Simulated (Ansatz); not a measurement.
The reference is SiC in the zinc blende structure (space group F-43m, No. 216; a = 4.357 Å). Axes: x, y, z lie along the cube axes.

Method: Ansatz (an electronic-structure program), PBEsol, PAW, cutoff 420 eV, scalar-relativistic without spin-orbit coupling.

Modification: the cell is compressed by 1.00 % along z with no lateral relaxation, atoms relaxed at fixed cell.

Q: Predict the stress tensor and what it implies for the stiffness.

A: Stress of the strained cell less that of the base (GPa, compression positive):
```
   1.44    0.00    0.00
   0.00    1.44    0.00
   0.00    0.00    3.92
```

Then −Δσ_ii/ε with ε = -0.0100 gives relaxed-ion elastic constants: C33 ≈ 392 GPa, C13 ≈ 144 GPa and C23 ≈ 144 GPa.

Stability against distortions was not tested.
